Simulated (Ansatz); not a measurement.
Consider GaN in the zinc blende structure (space group F-43m, No. 216; a = 4.498 Å). Axes: x, y, z lie along the cube axes.

All numbers come from r2SCAN/PAW in Ansatz (a program for electronic structure), no spin-orbit coupling, earlier PAW set.

Strains are applied to the cell and any free atomic positions relax; under biaxial strain the out-of-plane vector relaxes too; under stress the whole cell relaxes.

One change was made to it. Results:

```csv
quantity,base,after
"valence-band top at Γ (three highest levels, from the VBM)","0.00, 0.00, 0.00 eV","0.00, -0.19, -0.19 eV"
energy relative to the base (free energy F),0 meV/atom,+18 meV/atom
band gap,2.17 eV,2.33 eV
```

Which of these changes matches the shifts?
A. uniaxial stress, 0.5 GPa tension along x
B. biaxial strain −1.01 %, plane normal [111], relaxed out of plane
C. uniaxial strain ε_yy = −4.17 %
D. uniaxial stress, 1 GPa tension along z

C, uniaxial strain ε_yy = −4.17 %. For comparison, the band gap in the other runs: uniaxial stress, 0.5 GPa tension along x gives 2.16 eV; biaxial strain −1.01 %, plane normal [111], relaxed out of plane gives 2.24 eV; uniaxial stress, 1 GPa tension along z gives 2.15 eV.

Stability under load was not tested beyond the relaxation. This is not the structure that GaN has at room temperature and ambient pressure.
